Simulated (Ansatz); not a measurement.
The parent structure is AlN in the wurtzite structure (space group P6_3mc, No. 186; a = 3.130 Å, c = 5.018 Å). Axes: x lies along a and z along c of the hexagonal cell.

Structures relaxed with PBE (Ansatz, a program for electronic structure), without spin-orbit coupling.

Base:

Simulated powder pattern, Cu Kα, λ = 1.54184 Å (kinematic, ideal powder, no thermal factors, no anomalous dispersion; the 10 strongest lines at most, above 2 %, up to 2θ = 90°):

```json
[
 {"2θ (°)": "33.04", "I/Imax (%)": "100", "hkl": "(100)"},
 {"2θ (°)": "35.79", "I/Imax (%)": "62", "hkl": "(002)"},
 {"2θ (°)": "37.72", "I/Imax (%)": "94", "hkl": "(101)"},
 {"2θ (°)": "49.50", "I/Imax (%)": "34", "hkl": "(102)"},
 {"2θ (°)": "59.02", "I/Imax (%)": "61", "hkl": "(110)"},
 {"2θ (°)": "65.58", "I/Imax (%)": "55", "hkl": "(103)"},
 {"2θ (°)": "69.33", "I/Imax (%)": "9.0", "hkl": "(200)"},
 {"2θ (°)": "70.98", "I/Imax (%)": "43", "hkl": "(112)"},
 {"2θ (°)": "72.19", "I/Imax (%)": "15", "hkl": "(201)"},
 {"2θ (°)": "80.55", "I/Imax (%)": "7.3", "hkl": "(202)"}
]
```

After one change:

Simulated powder pattern, Cu Kα, λ = 1.54184 Å (kinematic, ideal powder, no thermal factors, no anomalous dispersion; the 10 strongest lines at most, above 2 %, up to 2θ = 90°):

```tsv
2θ (°)	I/Imax (%)
34.10	96
35.22	64
38.53	100
49.83	33
61.03	58
65.40	62
71.80	8.5
72.47	40
74.54	15
82.57	6.8
```

Problem. Name the change that was made.
A. biaxial strain −3.00 %, plane normal [001], relaxed out of plane
B. biaxial strain −1.80 %, plane normal [001], relaxed out of plane
C. biaxial strain −1.20 %, plane normal [001], relaxed out of plane
D. biaxial strain −2.40 %, plane normal [001], relaxed out of plane

Solution. A, biaxial strain −3.00 %, plane normal [001], relaxed out of plane. Its volume per atom is 10.17 Å³ against 10.65 Å³, and its space group is P6_3mc (No. 186).

No phonon test of stability was made.
